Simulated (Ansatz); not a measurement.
Start from MgSe in the rock salt structure (space group Fm-3m, No. 225; a = 5.3913 Å). Axes: x, y, z lie along the cube axes.

Computed with LDA (Ansatz, an electronic-structure program; PAW; 420 eV plane waves; spin-orbit coupling left out).

Now apply this change: every lattice vector is shortened by 0.50 %; the atoms relax in the strained cell.

Problem. Predict the stress tensor and what it implies for the stiffness.

Solution. Stress of the strained cell less that of the base (GPa, compression positive):
```
   1.07    0.00    0.00
   0.00    1.07    0.00
   0.00    0.00    1.07
```

Then B = −ΔP/(ΔV/V₀) with ΔV/V₀ = -0.0149 gives secant stiffness values (nonlinear terms included at this strain): B ≈ 72 GPa.

Stability against distortions was not tested.
